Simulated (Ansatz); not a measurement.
Consider SrTiO₃ in the cubic perovskite structure (space group Pm-3m, No. 221).

```
CELL_PARAMETERS angstrom
      3.89114     0.00000     0.00000
      0.00000     3.89114     0.00000
      0.00000     0.00000     3.89114
ATOMIC_POSITIONS crystal
  Sr 0.00000 0.00000 0.00000
  Ti 0.50000 0.50000 0.50000
  O  0.50000 0.00000 0.50000
  O  0.00000 0.50000 0.50000
  O  0.50000 0.50000 0.00000
```

Cartesian axes are those of the cell as printed.

Method: PBEsol/PAW in Ansatz (a program for electronic structure), no spin-orbit coupling.

Now apply this change: every lattice vector is shortened by 3.00 %; the atoms relax in the strained cell.

Q: Predict the stress tensor and what it implies for the stiffness.

A: Stress of the strained cell less that of the base (GPa, compression positive):
```
  20.75    0.00    0.00
   0.00   20.75    0.00
   0.00    0.00   20.75
```

Then B = −ΔP/(ΔV/V₀) with ΔV/V₀ = -0.0873 gives secant stiffness values (nonlinear terms included at this strain): B ≈ 238 GPa.

As a check, the harmonic strain energy −½ V₀ Δσ:ε is 69 meV/atom; the computed energy rise is 61 meV/atom.

Stability against distortions was not tested. The final runs are not spin-polarised. Many cubic perovskites are stable only at high temperature; tilts and polar distortions were not tested.
